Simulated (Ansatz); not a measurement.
We consider ScBeNO (model structure, started from the LaZnOP type, P4/nmm, No. 129, 8 atoms in the cell), described by PBE (Ansatz, a quantum-chemistry and plane-wave program, plane waves, PAW).

Settings: plane-wave cutoff 520 eV, 10×10×6 k mesh (along the axes of the cell as run), Fermi–Dirac smearing 0.01 eV, scalar-relativistic PAW data made under PBE.

Cell (relaxed at this level):

```
BeScNO
1.0
    3.35612     0.00000     0.00000
    0.00000     3.35612     0.00000
    0.00000     0.00000     6.90606
Sc Be N O
2 2 2 2
Direct
  0.00000   0.50000   0.83783
  0.50000   0.00000   0.16217
  0.00000   0.00000   0.50000
  0.50000   0.50000   0.50000
  0.50000   0.00000   0.60670
  0.00000   0.50000   0.39330
  0.50000   0.50000   0.00000
  0.00000   0.00000   0.00000
```

Question: Give the computed band gap, Γ–Γ gap and bulk modulus B0.

Answer: 
band gap: 2.76 eV (on the SCF k mesh)
Γ–Γ gap: 3.80 eV
bulk modulus B0: 133 GPa

Note: the bulk modulus is −V dP/dV from two relaxed cells at ±2 % in volume; the relaxation could raise the start's symmetry but not lower it, so the cell can be a saddle point.

A model structure was made by putting elements into a prototype or built by hand; it is no filed structure, need not be a known phase, and can be a saddle point held by its symmetry.
